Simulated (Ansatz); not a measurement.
Effect of biaxial strain −0.47 %, plane normal [001], relaxed out of plane on Ru

Start from Ru in the hcp (Mg type) structure (space group P6_3/mmc, No. 194; a = 2.7055 Å, c = 4.2651 Å; relaxed with 0.1 eV smearing). Axes: x lies along a and z along c of the hexagonal cell.

It is then changed as follows: biaxial strain −0.47 %, plane normal [001], relaxed out of plane (Cartesian); in-plane vectors clamped, the third vector and the atoms free.

The values are results of r2SCAN in Ansatz (plane waves to 500 eV, PAW, no spin-orbit coupling), earlier PAW set, not measurements. k-mesh 24×24×14 (Γ-centred); smearing 0.1 eV (Fermi–Dirac).

| quantity | base | changed | shift |
|---|---|---|---|
| volume per atom | 13.52 Å³ | 13.43 Å³ | -0.09 Å³ |
| space group | P6_3/mmc (No. 194) | P6_3/mmc (No. 194) | – |
| shortest interatomic distance | 264.3 pm | 264.4 pm | +0.01 pm |
| pressure (mean of the normal stresses, compression positive) | 0.0 GPa | 2.3 GPa | +2.3 GPa |
| band gap | zero | zero | – |
| out-of-plane strain | – | +0.26 % | – |
| mean in-plane stress (compression positive) | – | +3.4 GPa | – |

Final structure (turned so that z lies along the plane normal):

```
Ru
1.0
    2.69280     0.00000     0.00000
    1.34640     2.33204     0.00000
    0.00000     0.00000     4.27609
Ru
2
Direct
  0.33333   0.33333   0.75000
  0.66667   0.66667   0.25000
```

Whether these cells are dynamically stable was not tested. The final runs are not spin-polarised.

Ansatz is a program for electronic structure.
